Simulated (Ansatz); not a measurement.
We consider SnC (model structure, started from the wurtzite type, P6₃mc, No. 186, 4 atoms in the cell), described by PBE (plane waves, PAW; Ansatz, a program for electronic structure).

Numerical settings: plane-wave cutoff 520 eV, 12×12×6 k mesh (along the axes of the cell as run), Fermi–Dirac smearing 0.01 eV, scalar-relativistic PAW data made under PBE.

Cell (relaxed with PBEsol):

```
CELL_PARAMETERS angstrom
      3.55322     0.00000     0.00000
     -1.77661     3.07718     0.00000
      0.00000     0.00000     5.81802
ATOMIC_POSITIONS crystal
  Sn 0.66667 0.33333 0.00035
  Sn 0.33333 0.66667 0.50035
  C  0.66667 0.33333 0.62485
  C  0.33333 0.66667 0.12485
```

What does this level give for the band gap?


- band gap = 0.99 eV

Note: the relaxation could raise the start's symmetry but not lower it, so the cell can be a saddle point; cell and atoms aren't relaxed at this level (pressure 4.2 GPa).

Spin–orbit coupling is not included.

Computed values are for the static lattice.

The result took roughly 24 core-seconds.

A model structure was made by putting elements into a prototype or built by hand; it is no filed structure, need not be a known phase, and can be a saddle point held by its symmetry.
